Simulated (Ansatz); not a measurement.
## Converging the k-point mesh: a (110) slab of ZnNi (cut from a parent of space group no. 123; 10 atoms in the cell)

```
CELL_PARAMETERS angstrom
      3.19786     0.00000     0.00000
      0.00000     3.83261     0.00000
      0.00000     0.00000    21.66522
ATOMIC_POSITIONS crystal
  Zn 0.50000 0.25000 0.32310
  Ni 0.00000 0.75000 0.32310
  Zn 0.50000 0.75000 0.41155
  Ni 0.00000 0.25000 0.41155
  Zn 0.50000 0.25000 0.50000
  Ni 0.00000 0.75000 0.50000
  Zn 0.50000 0.75000 0.58845
  Ni 0.00000 0.25000 0.58845
  Zn 0.50000 0.25000 0.67690
  Ni 0.00000 0.75000 0.67690
```

Method: LDA (PW92), default PAW files made with PBE (plane waves; Ansatz, an electronic-structure program).

Base settings: basis.ecutwfc = 420 eV; kpoints.mp_grid.grid = 5 4 1; hamiltonian.xc = lda; hamiltonian.pseudopotentials = {kind: paw} (the program's default PAW files); scf.occupations.method = fermi_dirac; scf.occupations.width = 0.1 eV.

Only quantities that move along the ladder and can be compared are tabulated.

The count of work is k-points × plane waves × bands × iterations; it is no time. Core times come from one kind of shared machine, to one figure; runs under 30 s give none.

The starting cell comes from a database of computed structures (which also holds hypothetical and non-ambient phases and stackings), without a prior relaxation at this level. The slab is cut from that crystal, and its faces are unrelaxed. Its lattice was rescaled by up to half a per cent. Spin polarisation is off. In the base run, forces exceed 1 eV/Å. Without a gap this mesh is coarse (it stands for a supercell whose shortest in-plane vector is 15 Å).

| kpoints.mp_grid.grid | free energy less the last step's (meV/atom) | largest difference of a force vector from the last step's (eV/Å) | count of work / last | core time / last (rough) |
|---|---|---|---|---|
| 2 2 1 | 115.71 | 0.243 | 0.029 | – |
| 3 2 1 | -30.49 | 0.133 | 0.026 | – |
| 3 3 1 | 30.52 | 0.127 | 0.031 | – |
| 4 3 1 | -5.34 | 0.060 | 0.039 | – |
| 4 4 1 | -4.36 | 0.028 | 0.054 | – |
| 5 4 1 | -2.86 | 0.017 | 0.054 | – |
| 6 5 1 | -0.07 | 0.015 | 0.079 | – |
| 7 6 1 | -0.40 | 0.011 | 0.095 | 0.10 |
| 8 6 1 | -0.53 | 0.021 | 0.12 | 0.08 |
| 9 7 1 | 0.01 | 0.010 | 0.12 | – |
| 10 9 1 | 0.17 | 0.007 | 0.18 | 0.2 |
| 12 10 1 | -0.16 | 0.007 | 0.25 | 0.3 |
| 14 12 1 | -0.22 | 0.001 | 0.33 | 0.3 |
| 16 14 1 | -0.03 | 0.001 | 0.43 | 0.5 |
| 19 16 1 | 0.00 | 0.000 | 0.54 | 0.5 |
| 23 19 1 | 0.00 | 0.000 | 0.71 | 0.7 |
| 26 22 1 | 0.00 | 0.000 | 1.0 | 1 |

Coarsest kpoints.mp_grid.grid that holds the forces within 0.005 eV/Å of the last step, with all finer ones: 14 12 1, at 0.33 of the last step's count of work and about 0.3 of the last step's time; the step before is off by 0.007 eV/Å.

Coarsest kpoints.mp_grid.grid that holds the free energy within 2 meV/atom of the last step, with all finer ones: 6 5 1, at 0.079 of the last step's count of work; the step before is off by 2.9 meV/atom.

Keys are those of Ansatz 0.2.
